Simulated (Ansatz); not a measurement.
An Ansatz (an electronic-structure program) run: Te; Ansatz r2SCAN, no SOC, earlier PAW set.

Input:

Ansatz 0.2 input:
```yaml
crystal:
  lattice:
    - [4.6235462864, 0, 0]
    - [-2.3117731432, 4.0041085396, 0]
    - [0, 0, 5.9043735392]
  atoms:
    - { symbol: Te, position: [0.2534449143, 0, 0.3333333333] }
    - { symbol: Te, position: [0, 0.2534449143, 0.6666666667] }
    - { symbol: Te, position: [0.7465550857, 0.7465550857, 0] }
basis: { ecutwfc: 500, ecutrho_ratio: 4, xc_grid: 4, fft_grid_basis: typed }
kpoints: { mp_grid: { grid: [8, 8, 6] } }
hamiltonian:
  xc: r2scan
  dispersion: none
  pseudopotentials: { azcp: { folder: ./paw }, kind: paw }
scf: { occupations: { method: fermi_dirac, width: 0.05 }, convergence: { dr2_threshold: 0.0000000003 } }
output: { forces: true, stress: true }
```

Output:

```
WARN ansatz: RAYON_NUM_THREADS=1 ignored (pool sized by the plan → 1); use --threads N
Pseudopotentials: kind: paw
Pseudopotential: Te, paw, valence charge 16
Functional definition: r2SCAN
Crystal: 3 atoms, lattice volume = 109.309 Å³
Basis set: ecut = 500 eV, 2799 PW (Γ), exchange–correlation on 144×144×180 points (64 copies of the dense FFT grid, shifted against one another)
Bands: 28, of which v1, the nominal top of the filled ones, is band 24 counted from 1 (23 counted from 0)
Symmetry: 6 space group operations
Space group: P3121 (ITA 152), of the structure as read, at distance tolerance 4.8e-5 Å
k-points: 50 of 384 (time reversal used)
PAW frozen core: Te, regenerated for the run's functional
Initial density: superposition of atomic densities (chi_scale 0.1, normalization cell)
Initial wavefunctions: pseudopotential atomic-orbital guess
Eigensolver: davidson
Functional: x = r2scan, c = r2scan; τ floored in thin density (d = 2e-4 eV/Å³)
iter 1 solved again at ethr=5.23e-4 eV; its pass at ethr=3.10e-3 eV (dr2=2.51e-1 eV) is discarded
SCF iter   1: F=—  HF=-20984.656040 eV  |F-HF|=—  |Δ(HF+E_count)|=         —  Δρ=1.74e-2  dr2=2.48e-1  dr2_τ=4.91e-3  ethr=5.23e-4  ⟨swp⟩=1.5  Hψ=9171  notcnv=0
all-band conjugate gradients solve this SCF's bands
preconditioner: auto → Resta (q_TF=auto, 2.379 Å⁻¹)
SCF iter   2: F=—  HF=-20984.695421 eV  |F-HF|=—  |Δ(HF+E_count)|=   3.94e-2  Δρ=1.06e-2  dr2=9.20e-2  dr2_τ=5.98e-4  ethr=5.18e-4  ⟨swp⟩=2.1  Hψ=1598  notcnv=0
SCF iter   3: F=—  HF=-20984.709835 eV  |F-HF|=—  |Δ(HF+E_count)|=   1.44e-2  Δρ=1.02e-3  dr2=1.42e-3  dr2_τ=2.29e-5  ethr=1.92e-4  ⟨swp⟩=2.9  Hψ=2026  notcnv=0
SCF iter   4: F=—  HF=-20984.710547 eV  |F-HF|=—  |Δ(HF+E_count)|=   7.12e-4  Δρ=3.27e-4  dr2=9.98e-5  dr2_τ=4.27e-6  ethr=2.95e-6  ⟨swp⟩=2.2  Hψ=2674  notcnv=0
SCF iter   5: F=—  HF=-20984.710590 eV  |F-HF|=—  |Δ(HF+E_count)|=   4.26e-5  Δρ=8.95e-5  dr2=9.17e-6  dr2_τ=1.30e-7  ethr=2.08e-7  ⟨swp⟩=2.0  Hψ=2600  notcnv=0
SCF iter   6: F=—  HF=-20984.710600 eV  |F-HF|=—  |Δ(HF+E_count)|=   9.78e-6  Δρ=2.48e-5  dr2=8.60e-7  dr2_τ=2.03e-8  ethr=1.91e-8  ⟨swp⟩=3.0  Hψ=2633  notcnv=0
SCF iter   7: F=—  HF=-20984.710604 eV  |F-HF|=—  |Δ(HF+E_count)|=   4.75e-6  Δρ=7.28e-6  dr2=9.57e-8  dr2_τ=1.62e-9  ethr=1.79e-9  ⟨swp⟩=3.0  Hψ=2901  notcnv=0
SCF iter   8: F=—  HF=-20984.710604 eV  |F-HF|=—  |Δ(HF+E_count)|=   1.23e-8  Δρ=1.29e-6  dr2=1.60e-9  dr2_τ=8.98e-11  ethr=1.99e-10  ⟨swp⟩=2.0  Hψ=1838  notcnv=0
SCF iter   9: F=-20984.710604 eV  HF=-20984.710604 eV  |F-HF|=1.02e-10  |Δ(HF+E_count)|=   2.29e-9  Δρ=3.43e-7  dr2=1.35e-10  dr2_τ=2.63e-12  ethr=1.00e-12  ⟨swp⟩=6.0  Hψ=5836  notcnv=0
SCF 1 converged in 9 iterations: F = -20984.710604 eV  dr2 = 1.35e-10
SCF converged after 9 iterations
Free energy (F): -20984.710604 eV
Harris-Foulkes:  -20984.710604 eV  (|F-HF|=1.02e-10)
Internal energy: -20984.710590 eV  (E = F + TS)
E sigma→0 (E₀):  -20984.710597 eV
Entropy (-TS):   -0.000014 eV (-0.005 meV/atom)
Fermi energy:    7.911769 eV
--- Per-component energies (eV) ---
  E_band       = -880.263353
  E_kinetic    = 512.529358
  E_local      = -5178.592201  (includes V_loc(G=0)·N_el)
  E_nonlocal   = 193.789032
  E_hartree    = 2556.175064
  E_xc         = -339.010619
  E_vxc        = -325.033931  (∫ρ·V_xc dr)
  E_paw        = -14081.384175  (= ΣΔE_a)
  E_vpaw       = -1214.923569  (= ΣTr[D̂ρ^β])
  E_aug_tail   = 0.000062  (compensation charges beyond the density's cutoff)
  E_vtau       = 19.617435  (kinetic-family band-sum trace: ∫τ·v_τ [+ j·A + Jᵃ·Aᵃ] dr)
  E_ewald      = -4649.071733
  E_core_change = 0.854621  (= ΣΔE_core)
  E_smearing   = -0.000014  (= −TS)
  E_closure    = -0.000000  (closes the sum)
  Σ components = -20984.710604   (vs F -20984.710604, Δ=0.00e0)
  [band-id]    e_kinetic+e_local+e_nonlocal+2·e_hartree+e_vxc+e_vpaw+e_augmentation_tail+e_vtau = -880.263685   (vs E_band -880.263353, Δ=-3.32e-4)
--- Forces (eV/Å), atoms counted from 1 ---
  atom   1  Te    -0.00086974     0.00000000    -0.00000000
  atom   2  Te     0.00043487    -0.00075322    -0.00000000
  atom   3  Te     0.00043487     0.00075322     0.00000000
  max |Σ_I F_I| component: 6.47e-17 eV/Å
--- Stress (GPa, compression-positive) ---
       -0.005178       0.000000       0.000000
        0.000000      -0.005178       0.000000
        0.000000       0.000000       0.003815
  P = ⅓ Tr σ = -0.0022 GPa (-0.022 kbar)
  The stress holds the Pulay correction. Without it, at fixed plane waves, as pw.x and ABINIT print it: P = -0.0134 GPa
  The stress includes an estimate of the error left by incomplete SCF convergence (largest component 0.0001 GPa).
--- Band table ---
  band table: none
```

With Te present, leaving out spin-orbit coupling can change the band edges. Whether these cells are dynamically stable was not tested. The cell is Te (space group P3_121, No. 152; made of chains). No dispersion term is included, though the crystal is made of layers, chains or molecules, so its spacings can come out too wide.
